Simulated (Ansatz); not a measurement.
## Element substitutions in hypothetical ReO3 type FeI3

Consider FeI3 in the ReO3 type structure (space group Pm-3m, No. 221; a = 5.512 Å; ferromagnetic; a hypothetical phase, not in the database extracts checked).

Each row replaces one element on all its sites; cell and atoms are relaxed.

Levels (all Ansatz, a quantum-chemistry and plane-wave program, PAW): PBE (420 eV, no SOC); r2SCAN (500 eV, without spin-orbit coupling).

The base cell above is that of PBE; each level relaxes its own structures.

```tsv
case	volume per atom, PBE	volume per atom, r2SCAN
Fe → Os	42.25 Å³	41.92 Å³
I → Br	32.53 Å³	33.06 Å³
Fe → P	42.95 Å³	42.43 Å³
```

The two levels differ by at most about 0.53 Å³. They put the cases in the same order.

Whether these cells are dynamically stable was not tested. As relaxed here, OsI3, FeBr3 and PI3 are hypothetical phases, not in the database extracts checked. No Hubbard U is applied and the magnetic state is the run's own (FeBr3 ferromagnetic); small cells can't hold the antiferromagnetic order that many such compounds have, so gaps and moments can be off. Spin-polarised in the final run: PBE OsI3, PBE base, r2SCAN OsI3, r2SCAN base, PBE FeBr3 and r2SCAN FeBr3; the other runs are not.
